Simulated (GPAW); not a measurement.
GPAW run on InAs (Fm-3m, 2 atoms in the cell): self-consistent single point.

Method of the run: LDA (Perdew-Wang 92), GPAW PAW datasets LDA (gpaw-data 1.0.1) (plane waves; GPAW 25.7.0).

```
CELL_PARAMETERS angstrom
      0.00000     2.89169     2.89169
      2.89169     0.00000     2.89169
      2.89169     2.89169     0.00000
ATOMIC_POSITIONS crystal
  In 0.50000 0.50000 0.50000
  As 0.00000 0.00000 0.00000
```

Reference input (self-consistent single point, DFT LDA (Perdew-Wang 92), plane waves, GPAW PAW datasets LDA (gpaw-data 1.0.1)): mode = pw; ecut = 550 eV; xc = LDA; kpts = 6 6 6; mesh shift (steps) = 0 0 0; occupations.name = methfessel-paxton; occupations.width = 0.1 eV; occupations.order = 0; nbands = -10; convergence.forces = 0.001 eV/Å; symmetry.symmorphic = false; symmetry.tolerance = 0.0005. This run's input differs from it in these lines:

```diff
@@ -15,3 +15,3 @@
             kpts={'size': (6, 6, 6), 'gamma': True},
-            occupations={'name': 'methfessel-paxton', 'width': 0.1, 'order': 0},
+            occupations={'name': 'methfessel-paxton', 'width': 0.05, 'order': 0},
             nbands=-10,
```

Output (repeated stretches shortened):

```
     iter     time        total  log10-change:
                         energy   eigst   dens  force
iter:   1 --:--:--    -9.073844
iter:   2 --:--:--    -9.045640   -2.32  -1.32
iter:   3 --:--:--    -8.934892   -2.28  -1.36
iter:   4 --:--:--    -8.948482   -3.07  -1.73
iter:   5 --:--:--    -8.927479   -3.40  -1.94
iter:   6 --:--:--    -8.927508   -4.86  -2.88
iter:   7 --:--:--    -8.927512c  -5.68  -2.92
iter:   8 --:--:--    -8.927478c  -5.92  -2.97
iter:   9 --:--:--    -8.927480c  -6.81  -3.52
iter:  10 --:--:--    -8.927482c  -8.34c -3.86
iter:  11 --:--:--    -8.927474c  -6.59  -3.83
iter:  12 --:--:--    -8.927475c  -7.06  -4.31c
iter:  13 --:--:--    -8.927475c  -8.18c -4.26c
iter:  14 --:--:--    -8.927474c  -7.20  -4.28c
iter:  15 --:--:--    -8.927474c  -9.41c -4.70c -23.27c
Converged after 15 iterations.

Dipole moment: (-0.000000, -0.000000, -0.000000) |e|*Ang

Energy contributions relative to reference atoms: (reference = -221254.198245)

Kinetic:        +14.772966
Potential:      -14.026796
External:        +0.000000
XC:              -9.782978
Entropy (-ST):   -0.004166
Local:           +0.111416
SIC:             +0.000000
--------------------------
Free energy:     -8.929557
Extrapolated:    -8.927474

Showing only first 2 kpts
 Kpt  Band  Eigenvalues  Occupancy
  0     7      5.63165    2.00000
  0     8      5.63165    2.00000
  0     9      5.63165    2.00000
  0    10     13.07945    0.00000

  1     7      5.03484    2.00000
  1     8      5.03484    2.00000
  1     9      7.99858    0.00000
  1    10      9.82961    0.00000

Fermi level: 5.87135

No gap
No difference between direct/indirect transitions
Energy (eV): -8.927474

Forces in eV/Ang:
  0 In    0.00000    0.00000   -0.00000
  1 As    0.00000   -0.00000   -0.00000

Stress tensor:
     0.038656     0.000000    -0.000000
     0.000000     0.038656    -0.000000
    -0.000000    -0.000000     0.038656
Stress (GPa, Voigt): [ 6.1934  6.1934  6.1934 -0.     -0.      0.    ]
```

The run converged in 15 iterations. GPAW prints stress with tension positive. Against the reference run the free energy rises by 2.3 meV/atom and the pressure stays at -6.19 GPa.

The starting cell comes from a database of computed structures (which also holds hypothetical and non-ambient phases and stackings), without a prior relaxation at this level. Its lattice was rescaled by up to half a per cent. With a pressure of about -6 GPa the cell is away from its equilibrium volume at this level. The run gives no clean gap (levels at the Fermi energy touch, overlap or are partly filled at this smearing), which alone does not show that the compound is a metal.
